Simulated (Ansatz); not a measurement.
Reference: monolayer Bi2Se3, PBE, rigid bands (plane waves, PAW, scalar-relativistic; Ansatz, a first-principles code); axes and stresses refer to this cell.

```xyz
5
Lattice="4.1848 0.0000 0.0000 -2.0924 3.6242 0.0000 0.0000 0.0000 23.1310" Properties=species:S:1:pos:R:3 pbc="T T T"
Bi     0.0000     2.4161     9.6113
Bi     0.0000     0.0000    13.5197
Se     0.0000     0.0000     8.0497
Se     2.0924     1.2081    11.5655
Se     0.0000     2.4161    15.0813
```

hole conductivity mass: 1.00 mₑ
band gap: 0.87 eV
electron conductivity mass: 0.120 mₑ

**Question.** After one change the values are hole conductivity mass 1.50 mₑ; band gap 0.47 eV; electron conductivity mass 0.114 mₑ. What was changed between the two runs?
(A) biaxial strain +3 %
(B) biaxial strain +5 %
(C) biaxial strain +2 %

**Answer.** B, biaxial strain +5 %

Masses are for dilute carriers at 300 K, harmonic means over directions unless an axis is named. Spin-orbit coupling is left out unless a row names it; without it the gap and masses of crystals with these elements can be far off. The structure type is held under load, also where the real crystal would transform.
